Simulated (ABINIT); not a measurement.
Worked example: self-consistent single point of BaO (Fm-3m, 2 atoms in the cell) in ABINIT.

Level of theory: PBE, spin-orbit coupling, PAW (JTH v2.0 PBE PAW) (plane waves; ABINIT).

```
CELL_PARAMETERS angstrom
      0.00000     2.77000     2.77000
      2.77000     0.00000     2.77000
      2.77000     2.77000     0.00000
ATOMIC_POSITIONS crystal
  Ba 0.00000 0.00000 0.00000
  O  0.50000 0.50000 0.50000
```

Reference input (self-consistent single point, DFT, PBE, plane waves, PAW (JTH v2.0 PBE PAW)): pseudos = [Ba.GGA_PBE-JTH.xml, O.GGA_PBE-JTH.xml]; ecut = 24 Ha; pawecutdg = 48 Ha; pawxcdev = 0; occopt = 3; tsmear = 0.01 eV; ngkpt = 8 8 8; nshiftk = 1; shiftk = 0 0 0; potentials = JTH v2.0 PBE PAW; nband = 13; kptopt = 1. This run's input differs from it in these lines:

```diff
@@ -19,6 +19,8 @@
 pawxcdev 0
+nspinor 2
+nspden 1
 occopt 3
 tsmear 0.01 eV
-nband 13
-kptopt 1
+nband 28
+kptopt 4
 ngkpt 8 8 8
```

Output (repeated stretches shortened):

```
--- !BeginCycle
solver: {iscf: 17, nstep: 100, nline: 4, wfoptalg: 10, }
tolerances: {tolvrs: 1.00E-12, }
...

     iter   Etot(hartree)      deltaE(h)  residm     nres2
 ETOT  1  -42.148107878731    -4.215E+01 4.607E-02 4.072E+01
 ETOT  2  -42.141004924001     7.103E-03 1.115E-02 5.833E+01
 ETOT  3  -42.089628484649     5.138E-02 2.359E-03 2.636E+00
 ETOT  4  -42.091302440142    -1.674E-03 1.375E-03 8.945E-01
 ETOT  5  -42.090234713347     1.068E-03 4.242E-04 3.564E-02
   [... 6 lines left out ...]
 ETOT 12  -42.090342248750    -3.081E-11 7.657E-06 9.011E-09
 ETOT 13  -42.090342248746     4.370E-12 8.241E-07 6.018E-11
 ETOT 14  -42.090342248745     7.816E-13 1.666E-06 3.213E-11
 ETOT 15  -42.090342248744     6.892E-13 1.768E-07 3.876E-13
 At SCF step   15       nres2   =  3.88E-13 < tolvrs=  1.00E-12 =>converged.

 Cartesian components of stress tensor (hartree/bohr^3)
  sigma(1 1)= -8.47619680E-05  sigma(3 2)=  0.00000000E+00
  sigma(2 2)= -8.47619680E-05  sigma(3 1)=  0.00000000E+00
  sigma(3 3)= -8.47619680E-05  sigma(2 1)=  0.00000000E+00

 ----iterations are completed or convergence reached----

 reduced coordinates (array xred) for    2 atoms
       0.000000000000      0.000000000000      0.000000000000
       0.500000000000      0.500000000000      0.500000000000
 cartesian forces (eV/Angstrom) at end:
    1     -0.00000000000000    -0.00000000000000    -0.00000000000000
    2     -0.00000000000000    -0.00000000000000    -0.00000000000000
 frms,max,avg= 0.0000000E+00 0.0000000E+00   0.000E+00  0.000E+00  0.000E+00 e/A
   [... lines left out ...]
 Fermi (or HOMO) energy (hartree) =   0.14040   Average Vxc (hartree)=  -0.36606
   [... lines left out ...]
'-kT*entropy'       :  2.50878584706551E-16
total_energy        : -4.20903425058790E+01
total_energy_eV     : -1.14533646672635E+03
...

-Cartesian components of stress tensor (GPa)         [Pressure=  2.4938E+00 GPa]
- sigma(1 1)= -2.49378278E+00  sigma(3 2)=  0.00000000E+00
- sigma(2 2)= -2.49378278E+00  sigma(3 1)=  0.00000000E+00
- sigma(3 3)= -2.49378278E+00  sigma(2 1)=  0.00000000E+00

 Calculation completed.
```

The run converged in 15 iterations. Against the reference run the pressure hardly changes (2.51 to 2.49 GPa) and the gap on the mesh goes from 1.996 to 1.936 eV.

The starting cell has typed, rounded lattice constants, without a prior relaxation at this level.

Cost on one core of a shared machine: roughly 6 min.
